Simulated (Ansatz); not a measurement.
An Ansatz (an electronic-structure program) run: hypothetical I4_132 C; PBEsol, PAW, 420 eV (Ansatz; without spin-orbit coupling).

Input:

Ansatz 0.2 input:
```yaml
crystal:
  lattice:
    - [-2.0523564683, 2.0523564683, 2.0523564683]
    - [2.0523564683, -2.0523564683, 2.0523564683]
    - [2.0523564683, 2.0523564683, -2.0523564683]
  atoms:
    - { symbol: C, position: [0, 0.25, 0.5] }
    - { symbol: C, position: [0.25, 0.5, 0] }
    - { symbol: C, position: [0.5, 0, 0.25] }
    - { symbol: C, position: [0.25, 0.25, 0.25] }
basis: { ecutwfc: 420, ecutrho_ratio: 4, xc_grid: 2, fft_grid_basis: typed }
kpoints: { mp_grid: { grid: [16, 16, 16] } }
hamiltonian:
  xc: pbesol
  dispersion: none
  pseudopotentials: { kind: paw }
scf: { occupations: { method: fermi_dirac, width: 0.05 }, convergence: { dr2_threshold: 0.0000000004 } }
output: { forces: true, stress: true }
```

Output (explanatory and most iteration lines left out):

```
Pseudopotential: C, paw, valence charge 4
Crystal: 4 atoms, lattice volume = 34.579 Å³
Basis set: ecut = 420 eV, 675 PW (Γ), exchange–correlation on 48×48×48 points (8 copies of the dense FFT grid, shifted against one another)
Bands: 12, of which v1, the nominal top of the filled ones, is band 8 counted from 1 (7 counted from 0)
Symmetry: 24 space group operations
Space group: I4132 (ITA 214), of the structure as read, at distance tolerance 3.3e-5 Å
k-points: 145 of 4096 (time reversal used)
Functional: x = pbesol(κ = 0.804, μ = 0.12345679012345678), c = pbesol(β = 0.046)
SCF iter   1: F=—  HF=-981.627822 eV  |F-HF|=—  |Δ(HF+E_count)|=         —  Δρ=5.29e-3  dr2=5.22e-3  ethr=1.77e-3  ⟨swp⟩=5.2  Hψ=9593  notcnv=0
SCF iter   2: F=—  HF=-981.628910 eV  |F-HF|=—  |Δ(HF+E_count)|=   1.09e-3  Δρ=3.10e-3  dr2=2.14e-3  ethr=3.26e-5  ⟨swp⟩=1.3  Hψ=3081  notcnv=0
SCF 1 converged in 7 iterations: F = -981.629599 eV  dr2 = 1.25e-11
SCF converged after 7 iterations
Free energy (F): -981.629599 eV
Internal energy: -981.609119 eV  (E = F + TS)
E sigma→0 (E₀):  -981.619359 eV
Entropy (-TS):   -0.020481 eV (-5.120 meV/atom)
Fermi energy:    6.871198 eV
--- Forces (eV/Å), atoms counted from 1 ---
  atom   1  C      0.00000000     0.00000000    -0.00000000
  atom   2  C      0.00000000    -0.00000000    -0.00000000
  atom   3  C      0.00000000     0.00000000    -0.00000000
  atom   4  C     -0.00000000    -0.00000000     0.00000000
--- Stress (GPa, compression-positive) ---
        0.007817      -0.000000      -0.000000
        0.000000       0.007817       0.000000
       -0.000000       0.000000       0.007817
  P = ⅓ Tr σ = 0.0078 GPa (0.078 kbar)
```

Whether these cells are dynamically stable was not tested. The cell is C (space group I4_132, No. 214; a hypothetical phase, not in the database extracts checked).
